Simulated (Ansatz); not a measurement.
Consider interstitial K in monoclinic HfO2, charge state +1. Level of theory: PBE, PAW (plane waves to 420 eV; Ansatz, an electronic-structure program).

Settings: 96 host sites, the relaxed PBE lattice, the Γ point alone, smearing 0.01 eV, spin-restricted, no image-charge correction. Static, classical nuclei. Spin-orbit coupling is left out. The charge state is imposed; whether it is stable for some Fermi level was not computed. Sites that were not tried may lie lower.

Barriers: single points on a 2×2×2 k-point mesh shifted by half a step at the bands' geometries.

The step: one K atom jumps by itself. Atoms about the jump, Cartesian Å from the middle of the jump, before and after:

```tsv
atom	x0	y0	z0	x1	y1	z1
K1	-0.55	0.17	-0.36	0.55	-0.17	0.36
O2	0.00	0.92	1.86	-0.16	1.13	2.03
O3	0.16	-1.13	-2.03	0.00	-0.92	-1.86
O4	0.70	1.94	-0.96	0.58	1.84	-0.91
O5	-0.58	-1.84	0.91	-0.70	-1.94	0.96
Hf6	-1.86	-0.25	1.77	-1.88	-0.23	1.68
Hf7	1.88	0.23	-1.68	1.86	0.25	-1.77
O8	-2.49	1.28	0.25	-2.32	1.24	0.15
O9	2.32	-1.24	-0.15	2.49	-1.28	-0.25
Hf10	-1.25	-2.51	-1.11	-1.27	-2.42	-1.09
Hf11	1.27	2.42	1.09	1.25	2.51	1.11
O12	-2.82	-1.26	-0.08	-2.86	-1.26	-0.10
O13	2.86	1.26	0.10	2.82	1.26	0.08
Hf14	-1.21	2.96	-1.14	-1.20	2.84	-1.12
Hf15	1.20	-2.84	1.12	1.21	-2.96	1.14
O16	-1.83	1.32	-2.39	-1.87	1.34	-2.49
O17	1.87	-1.34	2.49	1.83	-1.32	2.39
O18	-0.49	3.48	0.78	-0.47	3.53	0.77
O19	0.47	-3.53	-0.77	0.49	-3.48	-0.78
O20	0.97	0.87	-3.47	0.95	0.90	-3.48
O21	-0.95	-0.90	3.48	-0.97	-0.87	3.47
Hf22	-3.53	0.24	-1.49	-3.47	0.22	-1.53
Hf23	3.47	-0.22	1.53	3.53	-0.24	1.49
Hf24	-0.76	-0.28	-3.74	-0.80	-0.24	-3.72
Hf25	0.80	0.24	3.72	0.76	0.28	3.74
O26	-2.34	-1.35	-2.71	-2.38	-1.35	-2.74
O27	2.38	1.35	2.74	2.34	1.35	2.71
```

Task: Give the saddle-point geometry and the barrier.

Result: 
```json
[
 {"atom": "K1", "x": "-0.02", "y": "0.00", "z": "0.00"},
 {"atom": "O2", "x": "-0.07", "y": "1.06", "z": "2.00"},
 {"atom": "O3", "x": "0.05", "y": "-1.07", "z": "-1.99"},
 {"atom": "O4", "x": "0.65", "y": "1.95", "z": "-0.98"},
 {"atom": "O5", "x": "-0.67", "y": "-1.96", "z": "0.99"},
 {"atom": "Hf6", "x": "-1.91", "y": "-0.25", "z": "1.76"},
 {"atom": "Hf7", "x": "1.89", "y": "0.24", "z": "-1.75"},
 {"atom": "O8", "x": "-2.34", "y": "1.24", "z": "0.19"},
 {"atom": "O9", "x": "2.32", "y": "-1.25", "z": "-0.18"},
 {"atom": "Hf10", "x": "-1.29", "y": "-2.49", "z": "-1.10"},
 {"atom": "Hf11", "x": "1.26", "y": "2.48", "z": "1.12"},
 {"atom": "O12", "x": "-2.83", "y": "-1.27", "z": "-0.08"},
 {"atom": "O13", "x": "2.81", "y": "1.26", "z": "0.09"},
 {"atom": "Hf14", "x": "-1.20", "y": "2.88", "z": "-1.13"},
 {"atom": "Hf15", "x": "1.18", "y": "-2.89", "z": "1.14"},
 {"atom": "O16", "x": "-1.85", "y": "1.31", "z": "-2.44"},
 {"atom": "O17", "x": "1.83", "y": "-1.32", "z": "2.46"},
 {"atom": "O18", "x": "-0.49", "y": "3.50", "z": "0.78"},
 {"atom": "O19", "x": "0.46", "y": "-3.51", "z": "-0.77"},
 {"atom": "O20", "x": "0.96", "y": "0.87", "z": "-3.48"},
 {"atom": "O21", "x": "-0.98", "y": "-0.88", "z": "3.49"},
 {"atom": "Hf22", "x": "-3.48", "y": "0.22", "z": "-1.50"},
 {"atom": "Hf23", "x": "3.46", "y": "-0.23", "z": "1.52"},
 {"atom": "Hf24", "x": "-0.80", "y": "-0.27", "z": "-3.73"},
 {"atom": "Hf25", "x": "0.77", "y": "0.26", "z": "3.74"},
 {"atom": "O26", "x": "-2.39", "y": "-1.37", "z": "-2.72"},
 {"atom": "O27", "x": "2.37", "y": "1.36", "z": "2.74"}
]
```
It lies 0.23 eV above the start and 0.23 eV above the end. The program found a first-order saddle point.
